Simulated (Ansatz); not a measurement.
This Ansatz (a program for electronic structure) input is the reference run, MoSe2 (space group P6_3/mmc, No. 194; layered, stacked along the Cartesian z axis), computed with DFT with PBE-D3(BJ), PAW potentials and a 420 eV plane-wave cutoff in Ansatz, scalar-relativistic without spin-orbit coupling, earlier PAW set:

Ansatz 0.2 input:
```yaml
crystal:
  lattice:
    - [3.2769991131, 0, 0]
    - [-1.6384995566, 2.8379644801, 0]
    - [0, 0, 12.731014781]
  atoms:
    - { symbol: Mo, position: [0.3333333333, 0.6666666667, 0.25] }
    - { symbol: Mo, position: [0.6666666667, 0.3333333333, 0.75] }
    - { symbol: Se, position: [0.3333333333, 0.6666666667, 0.6185175032] }
    - { symbol: Se, position: [0.6666666667, 0.3333333333, 0.1185175032] }
    - { symbol: Se, position: [0.6666666667, 0.3333333333, 0.3814824968] }
    - { symbol: Se, position: [0.3333333333, 0.6666666667, 0.8814824968] }
basis: { ecutwfc: 420, ecutrho_ratio: 4, xc_grid: 2, fft_grid_basis: typed }
kpoints: { mp_grid: { grid: [16, 16, 4] } }
hamiltonian:
  xc: pbe
  dispersion: d3bj
  pseudopotentials: { azcp: { folder: ./paw }, kind: paw }
scf: { occupations: { method: fermi_dirac, width: 0.0259 }, convergence: { dr2_threshold: 0.0000000006 } }
output: { forces: true, stress: true }
checkpoint: { write: state.ck, write_every: 1000 }
```

Question: Write the input for this change: 0.355 electrons added to each cell, a density of 3.0×10^21 cm⁻³, with a uniform compensating background at fixed cell and a 300 K Fermi–Dirac width.

Answer: 
Ansatz 0.2 input:
```yaml
crystal:
  lattice:
    - [3.2769991131, 0, 0]
    - [-1.6384995566, 2.8379644801, 0]
    - [0, 0, 12.731014781]
  atoms:
    - { symbol: Mo, position: [0.3333333333, 0.6666666667, 0.25] }
    - { symbol: Mo, position: [0.6666666667, 0.3333333333, 0.75] }
    - { symbol: Se, position: [0.3333333333, 0.6666666667, 0.6185175032] }
    - { symbol: Se, position: [0.6666666667, 0.3333333333, 0.1185175032] }
    - { symbol: Se, position: [0.6666666667, 0.3333333333, 0.3814824968] }
    - { symbol: Se, position: [0.3333333333, 0.6666666667, 0.8814824968] }
basis: { ecutwfc: 420, ecutrho_ratio: 4, xc_grid: 2, fft_grid_basis: typed }
kpoints: { mp_grid: { grid: [16, 16, 4] } }
hamiltonian:
  xc: pbe
  dispersion: d3bj
  pseudopotentials: { azcp: { folder: ./paw }, kind: paw }
total_charge: -0.355196
scf: { occupations: { method: fermi_dirac, width: 0.0259 }, convergence: { dr2_threshold: 0.0000000006 } }
relax: { f_tol: 0.005, max_steps: 30 }
output: { forces: true, stress: true }
checkpoint: { write: state.ck, write_every: 1000 }
```
This is the input that was run.

Carriers are added with a uniform compensating background; total energy and stress of such cells depend on the potential's zero and are not compared; many-body gap narrowing is missing at this level. No phonon test of stability was made.
